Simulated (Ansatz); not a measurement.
The parent structure is ZnS in the zinc blende structure (space group F-43m, No. 216; a = 5.3567 Å).

Now apply this change: cell and atoms relaxed at a pressure of 22.5 GPa.

Levels (all Ansatz, a first-principles code, PAW): PBEsol (420 eV, no SOC); PBEsol+SOC (420 eV, spin-orbit coupling included).

The geometry is relaxed with PBEsol.

| Property | Result |
|---|---|
| PBEsol gap character | indirect, Γ → X |
| PBEsol valence-band top at Γ | 0.00, 0.00, 0.00 eV |
| PBEsol smallest direct gap | 2.93 eV |
| PBEsol lowest conduction level above the VBM at special points | X 2.67 eV; Γ 2.93 eV; L 3.53 eV; U 3.61 eV |

**Question.** How does going to PBEsol+SOC change the gap character, valence-band top at Γ, smallest direct gap and lowest conduction level above the VBM at special points?

**Answer.** The gap character remains indirect, Γ → X; the valence-band top at Γ (three highest Kramers pairs, from the VBM) changes from 0.00, 0.00, 0.00 eV to 0.00, 0.00, -0.05 eV; the smallest direct gap shrinks by 0.02 eV to 2.91 eV; the lowest conduction level above the VBM at special points becomes X 2.65 eV; Γ 2.91 eV; L 3.51 eV; U 3.59 eV (PBEsol: X 2.67 eV; Γ 2.93 eV; L 3.53 eV; U 3.61 eV). The threefold valence maximum splits by Δso ≈ 0.05 eV.

Single points use the geometry relaxed with PBEsol. Differences between runs with and without spin-orbit coupling are approximate. Load acts through the strain it causes; cell and atoms are relaxed under it. Stability against distortions was not tested. Measured, ZnS leaves this structure (for rock salt) near 14.7 GPa (temperature not stated; as listed in Datta, Sujoy, Jana, Debnarayan, arXiv (2020)), on rising pressure, with hysteresis.
